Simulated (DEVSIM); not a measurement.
Structure: Ti/SiO2/n-Si capacitor, at 300 K.

Layer 1 from the left is SiO2, thickness (nm) 7.40. Layer 2 from the left is Si, thickness (nm) 4400, Nd (cm⁻³) 1.7e16.

Metal gate on the left, work function 4.33 eV. Fixed charge at the semiconductor interface -3e10 cm⁻² (in units of +e); no interface traps.

The device is made up for the run: typed textbook-type constants, with dimensions and the other settings drawn at random. Values at 300 K.

SiO2: gap (eV) 9, affinity (eV) 0.9, permittivity 3.9. Si: gap (eV) 1.124, affinity (eV) 4.05, permittivity 11.7, Nc (cm⁻³) 2.86e19, Nv (cm⁻³) 3.1e19.

Q: Estimate by hand the flat-band voltage, the threshold voltage, and compare with a numerical solution.

A: 
- Flat-band voltage: C = 0.467 μF/cm², work-function difference 0.088 V; VFB = φms − qNf/C = 0.10 V; numerical 0.10 V.
- Threshold voltage: φF = 0.369 V, depletion charge √(4εqNφF) = 6.45e-8 C/cm²; VT = VFB − 2φF − Qd/C = -0.78 V; numerical -0.78 V.

DEVSIM, 1D Poisson equation in equilibrium, Boltzmann statistics, complete ionisation; no quantum confinement or tunnelling. Metal contacts follow the ideal Schottky-Mott rule: no Fermi-level pinning, no interface dipoles.
